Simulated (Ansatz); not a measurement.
WC: isotropic strain +2.09 %

Base system: WC (space group P-6m2, No. 187; a = 2.9131 Å, c = 2.8358 Å; relaxed with 0.1 eV smearing).

Modification: every lattice vector is stretched by 2.09 %; the atoms relax in the strained cell.

Computed with r2SCAN in Ansatz (plane waves to 500 eV, PAW, no spin-orbit coupling), earlier PAW set. Settings: 23×23×20 k-points, 0.1 eV Fermi–Dirac smearing.

| quantity | base | changed | shift |
|---|---|---|---|
| space group | P-6m2 (No. 187) | P-6m2 (No. 187) | – |
| shortest interatomic distance | 2.200 Å | 2.246 Å | +0.046 Å |
| energy relative to the base (free energy F) | 0 meV/atom | +48 meV/atom | +48 meV/atom |
| band gap | zero | zero | – |

Stability against distortions was not tested. All final runs are without spin polarisation.

Ansatz is an electronic-structure program.
